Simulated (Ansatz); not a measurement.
**Hypothetical NiAs type KI, response to strain**

Start from KI in the NiAs type structure (space group P6_3/mmc, No. 194; a = 4.970 Å, c = 8.679 Å; a hypothetical phase, not in the database extracts checked). Axes: x lies along a and z along c of the hexagonal cell.

Strains are applied to the cell and any free atomic positions relax; under biaxial strain the out-of-plane vector relaxes too.

Computed with PBE (Ansatz, an electronic-structure program, PAW, scalar-relativistic without spin-orbit coupling).

Candidates:
(a) biaxial strain +2.56 %, plane normal [001], relaxed out of plane
(b) isotropic strain −2.85 %
(c) biaxial strain +0.37 %, plane normal [001], relaxed out of plane

For the base:

| Item | Value |
|---|---|
| Width of the top valence band | 0.54 eV |

### Question
Order them by width of the top valence band, lowest first.

### Answer
(a) biaxial strain +2.56 %, plane normal [001], relaxed out of plane (0.45 eV), (c) biaxial strain +0.37 %, plane normal [001], relaxed out of plane (0.52 eV), (b) isotropic strain −2.85 % (0.63 eV)

Spin-orbit coupling, missing from the scalar runs, can matter with I. The levels and masses belong to the bands next to the band gap. Whether these cells are dynamically stable was not tested.
